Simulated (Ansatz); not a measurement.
In2Se3 (P6₁, No. 169, 30 atoms in the cell; start mp-612740), treated with HSE06 (Ansatz, a first-principles code, plane waves, PAW).

The input as run:

Ansatz 0.2 input:
```yaml
crystal:
  lattice:
    - [7.1492371783, 0.0, 0.0]
    - [-3.5746185891, 6.1914210141, 0.0]
    - [0.0, 0.0, 19.4075944364]
  atoms:
    - { symbol: In, position: [0.3306872781, 0.9832241846, -0.0001170415] }
    - { symbol: In, position: [0.3474630936, 0.3306872781, 0.1665496252] }
    - { symbol: In, position: [0.0167758154, 0.3474630936, 0.3332162919] }
    - { symbol: In, position: [0.6693127219, 0.0167758154, 0.4998829585] }
    - { symbol: In, position: [0.6525369064, 0.6693127219, 0.6665496252] }
    - { symbol: In, position: [0.9832241846, 0.6525369064, 0.8332162919] }
    - { symbol: In, position: [0.0067238936, 0.6990748316, 0.4721989477] }
    - { symbol: In, position: [0.307649062, 0.0067238936, 0.6388656144] }
    - { symbol: In, position: [0.3009251684, 0.307649062, 0.805532281] }
    - { symbol: In, position: [0.9932761064, 0.3009251684, 0.9721989477] }
    - { symbol: In, position: [0.692350938, 0.9932761064, 0.1388656144] }
    - { symbol: In, position: [0.6990748316, 0.692350938, 0.305532281] }
    - { symbol: Se, position: [0.6960812979, 0.0434661944, 0.6355371496] }
    - { symbol: Se, position: [0.6526151035, 0.6960812979, 0.8022038162] }
    - { symbol: Se, position: [0.9565338056, 0.6526151035, 0.9688704829] }
    - { symbol: Se, position: [0.3039187021, 0.9565338056, 0.1355371496] }
    - { symbol: Se, position: [0.3473848965, 0.3039187021, 0.3022038162] }
    - { symbol: Se, position: [0.0434661944, 0.3473848965, 0.4688704829] }
    - { symbol: Se, position: [0.6276941196, 0.6618857643, 0.4528644725] }
    - { symbol: Se, position: [0.9658083553, 0.6276941196, 0.6195311392] }
    - { symbol: Se, position: [0.3381142357, 0.9658083553, 0.7861978058] }
    - { symbol: Se, position: [0.3723058804, 0.3381142357, 0.9528644725] }
    - { symbol: Se, position: [0.0341916447, 0.3723058804, 0.1195311392] }
    - { symbol: Se, position: [0.6618857643, 0.0341916447, 0.2861978058] }
    - { symbol: Se, position: [0.9213071584, 0.2643798579, 0.8274364717] }
    - { symbol: Se, position: [0.6569273006, 0.9213071584, 0.9941031384] }
    - { symbol: Se, position: [0.7356201421, 0.6569273006, 0.1607698051] }
    - { symbol: Se, position: [0.0786928416, 0.7356201421, 0.3274364717] }
    - { symbol: Se, position: [0.3430726994, 0.0786928416, 0.4941031384] }
    - { symbol: Se, position: [0.2643798579, 0.3430726994, 0.6607698051] }
basis:
  ecutwfc: 460
  ecutrho_ratio: 4
  xc_grid: 2
kpoints:
  mp_grid: { grid: [3, 3, 1] }
hamiltonian:
  xc: hse06
  dispersion: none
  pseudopotentials: { kind: paw }
scf:
  occupations: { method: fermi_dirac, width: 0.01 }
  convergence: { dr2_threshold: 0.000000003 }
output:
  forces: true
  stress: true
  eigenvalues: true
```

From the output:

```
WARN output.stress: scf.convergence.dr2_threshold = 3e-9 eV is looser than the 1.6e-9 eV advised for a printed stress (1e-10 eV for each atom of the cell …
WARN output.stress: scf.exx.energy_threshold = 1e-6 eV is looser than the 1.6e-7 eV advised for a stress under a hybrid functional (1e-8 eV for each atom of …
Crystal: 30 atoms, lattice volume = 859.057 Å³
Basis set: ecut = 460 eV, 19363 PW (Γ), exchange–correlation on 108×108×288 points (8 copies of the dense FFT grid, shifted against one another)
Bands: 267, of which v1, the nominal top of the filled ones, is band 222 counted from 1 (221 counted from 0)
Symmetry: 6 space group operations
Space group: P61 (ITA 169), of the structure as read, at distance tolerance 9.5e-5 Å
k-points: 3 of 9
SCF iter   1: F=—  HF=-165633.054638 eV  |F-HF|=—  |Δ(HF+E_count)|=         —  Δρ=1.26e-3  dr2=1.43e-2
SCF iter   2: F=—  HF=-165633.060744 eV  |F-HF|=—  |Δ(HF+E_count)|=   6.11e-3  Δρ=5.66e-4  dr2=3.42e-3
  ...
Crystal: 30 atoms, lattice volume = 859.057 Å³
Initial density: handed on by an earlier stage of this run
  ...
  atom   6  In    -0.01474497    -0.01784207     0.01621682
  atom   7  In     0.00847706     0.00881459    -0.01455571
  atom   8  In    -0.00339513     0.01174865    -0.01455571
  atom   9  In    -0.01187219     0.00293406    -0.01455571
  atom  10  In    -0.00847706    -0.00881459    -0.01455571
  atom  11  In     0.00339513    -0.01174865    -0.01455571
  atom  12  In     0.01187219    -0.00293406    -0.01455571
  atom  13  Se    -0.08831456    -0.15200545    -0.07704812
  atom  14  Se     0.08748330    -0.15248538    -0.07704812
  atom  15  Se     0.17579786    -0.00047993    -0.07704812
  atom  16  Se     0.08831456     0.15200545    -0.07704812
  atom  17  Se    -0.08748330     0.15248538    -0.07704812
  atom  18  Se    -0.17579786     0.00047993    -0.07704812
  atom  19  Se     0.08812552     0.13885027     0.05074497
  atom  20  Se    -0.07618510     0.14574407     0.05074497
  atom  21  Se    -0.16431062     0.00689380     0.05074497
  atom  22  Se    -0.08812552    -0.13885027     0.05074497
  atom  23  Se     0.07618510    -0.14574407     0.05074497
  atom  24  Se     0.16431062    -0.00689380     0.05074497
  atom  25  Se     0.08489697     0.15927199     0.02464345
  atom  26  Se    -0.09548511     0.15315892     0.02464345
  atom  27  Se    -0.18038207    -0.00611307     0.02464345
  atom  28  Se    -0.08489697    -0.15927199     0.02464345
  atom  29  Se     0.09548511    -0.15315892     0.02464345
  atom  30  Se     0.18038207     0.00611307     0.02464345
--- Stress (GPa, compression-positive) ---
        0.582722       0.000000       0.000000
       -0.000000       0.582722       0.000000
       -0.000000      -0.000000       0.910588
  P = ⅓ Tr σ = 0.6920 GPa (6.920 kbar)
```

The PAW data were made under PBE.

Note: cell and atoms aren't relaxed at this level (largest force component 0.18 eV/Å, pressure 0.7 GPa).

Cost on a shared machine: around 60 core-minutes (rough).

A start named mp-… is a Materials Project structure, which need not be a measured phase.
